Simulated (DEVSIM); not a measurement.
System: Mo/SiO2/p-Ge capacitor, at 300 K.

Layer 1 from the left is SiO2, thickness (nm) 29.0. Layer 2 from the left is Ge, thickness (nm) 4300, Na (cm⁻³) 1.9e15.

Metal gate on the left, work function 4.6 eV. Fixed charge at the semiconductor interface -3e10 cm⁻² (in units of +e); no interface traps.

This is a model device: material constants are rounded textbook-type values typed into the input, and sizes, dopings and lifetimes were drawn at random. Values at 300 K.

SiO2: gap (eV) 9, affinity (eV) 0.9, permittivity 3.9. Ge: gap (eV) 0.664, affinity (eV) 4, permittivity 16, Nc (cm⁻³) 1.04e19, Nv (cm⁻³) 6e18.

Model (solved in DEVSIM): 1D Poisson equation in equilibrium, Boltzmann statistics, complete ionisation; no quantum confinement or tunnelling. Metal contacts follow the ideal Schottky-Mott rule: no Fermi-level pinning, no interface dipoles.

Q: What does the simulation give for the minimum of the low-frequency capacitance, the threshold voltage (band bending 2φF), the flat-band voltage?

A: minimum of the low-frequency capacitance 0.0327 μF/cm²; threshold voltage (band bending 2φF) 0.54 V; flat-band voltage 0.18 V.
